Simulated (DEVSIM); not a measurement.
Device: Co/Al2O3/SiO2/p-Si capacitor, at 300 K.

Layer 1 from the left is Al2O3, thickness (nm) 22.0. Layer 2 from the left is SiO2, thickness (nm) 0.680. Layer 3 from the left is Si, thickness (nm) 3600, Na (cm⁻³) 2.5e16.

Metal gate on the left, work function 5 eV. Fixed charge at the semiconductor interface 4.9e11 cm⁻² (in units of +e); interface traps 2.8e10 cm⁻² eV⁻¹, uniform in energy, neutral level at 0.3 of the gap above the valence band.

Constants are typed, rounded textbook-type inputs, not results; the design itself was drawn at random and stands for no fabricated device. Values at 300 K.

Al2O3: gap (eV) 6.8, affinity (eV) 1.35, permittivity 9. SiO2: gap (eV) 9, affinity (eV) 0.9, permittivity 3.9. Si: gap (eV) 1.124, affinity (eV) 4.05, permittivity 11.7, Nc (cm⁻³) 2.86e19, Nv (cm⁻³) 3.1e19.

Simulated with DEVSIM: 1D Poisson equation in equilibrium, Boltzmann statistics, complete ionisation; no quantum confinement or tunnelling. Metal contacts follow the ideal Schottky-Mott rule: no Fermi-level pinning, no interface dipoles.

What does the simulation give for the minimum of the low-frequency capacitance, the threshold voltage (band bending 2φF), the flat-band voltage?

minimum of the low-frequency capacitance 0.0540 μF/cm²; threshold voltage (band bending 2φF) 0.78 V; flat-band voltage -0.22 V.
